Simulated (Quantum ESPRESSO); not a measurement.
Quantum ESPRESSO is run on CuO2 (P1, 3 atoms in the cell), and the run fails. The aim is a self-consistent single point with DFT, LDA (PZ), plane waves, GBRV 1.5 ultrasoft (LDA) pseudopotentials.

Cell that was meant: a = 2.7477 Å, b = 5.7841 Å, c = 5.8510 Å, α = 86.80°, β = 76.42°, γ = 76.26°.

Part of the input:

```fortran
 occupations = 'smearing'
 smearing = 'gauss'
 degauss = 0.0073499
 nbnd = 15
/
&electrons
 conv_thr = 1.0d-10
```

Output, abridged:

```
 %%%%%%%%%%%%%%%%%%%%%%%%%%%%%%%%%%%%%%%%%%%%%%%%%%%%%%%%%%%%%%%%%%%%%%%%%%%%%%
     Error in routine setup (1):
     too few bands
 %%%%%%%%%%%%%%%%%%%%%%%%%%%%%%%%%%%%%%%%%%%%%%%%%%%%%%%%%%%%%%%%%%%%%%%%%%%%%%

     stopping ...
```

Question: From the messages shown, name the fault and mend the input.

Answer: The fault is too few bands; here the program stops on it instead of giving results. To fix it, raise the band count or leave it to the default. The program stopped before any SCF iteration.

The sound input it was made from differs as follows (other fixes are possible):
```diff
- nbnd = 15
```

With that input, the run converged in 20 iterations: free energy E − TS -6364.2477 eV; Fermi level (on the code's own zero) -2.73 eV; pressure -4.74 GPa; largest force (vector length) 1.572 eV/Å (DFT, LDA (PZ), plane waves, GBRV 1.5 ultrasoft (LDA) pseudopotentials).

On the sound input: the starting cell comes from a database of computed structures (which also holds hypothetical and non-ambient phases and stackings), without a prior relaxation at this level. Spin polarisation is off; with an odd number of electrons in the cell that forces a metal, and a magnetic state may lie lower. With a pressure of about -5 GPa the cell is away from its equilibrium volume at this level. Forces in this geometry exceed 1 eV/Å.
